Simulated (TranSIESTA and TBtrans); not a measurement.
## Au chain with one S atom inserted

Junction: Au chain with one S atom inserted. Leads: straight Au chain, spacing 2.55 Å. Geometry: 3 atoms about the centre moved by SIESTA (PBE, DZP) to a largest force of 0.03 eV/Å, all others as built, motion along the axis alone.

Computed with TranSIESTA and TBtrans, PBE, DZP numerical orbitals (energy shift 0.15 eV), PseudoDojo norm-conserving scalar-relativistic potentials, mesh cutoff 200 Ry, 300 K, no spin polarisation, no spin-orbit coupling; self-consistent non-equilibrium Green functions.

- Conductance at 300 K (G0 = 2e²/h) = 0.91
- Thermopower (μV/K) = 36
- Mean T from −0.5 to 0.5 eV = 0.90

Energies count from the leads' Fermi level. Transmissions are for one spin of a degenerate pair. The energy step is 0.01 eV; narrower resonances are cut or missed.

```tsv
E (eV)	T	lead channels
-2.00	1.15	3
-1.90	1.10	3
-1.80	1.07	3
-1.70	1.05	3
-1.60	1.07	3
-1.50	1.23	3
-1.40	0.94	3
-1.30	0.53	3
-1.20	0.70	band edge
-1.10	1.03	band edge
-1.00	0.88	band edge
-0.90	0.86	band edge
-0.80	0.89	band edge
-0.70	0.96	4
-0.60	1.05	4
-0.50	1.13	4
-0.40	1.18	4
-0.30	1.19	4
-0.20	1.20	4
-0.10	1.23	3
0.00	0.68	1
0.10	0.64	1
0.20	0.61	1
0.30	0.58	1
0.40	0.57	1
0.50	0.55	1
0.60	0.54	1
0.70	0.53	1
0.80	0.52	1
0.90	0.51	1
1.00	0.50	1
1.10	0.50	1
1.20	0.49	1
1.30	0.49	1
1.40	0.48	1
1.50	0.48	1
1.60	0.47	1
1.70	0.46	1
1.80	0.46	1
1.90	0.45	1
2.00	0.45	1
```

The leads' channel count changes near -0.01 eV, within the thermal window, so values at the Fermi level hang on where that band edge falls. The straight chain is held at its spacing; free chains may zigzag or dimerise. No spin-polarised start was tried, so a magnetic state, if there is one, is missed. Spin-orbit coupling, left out here, matters for the heavy atoms.
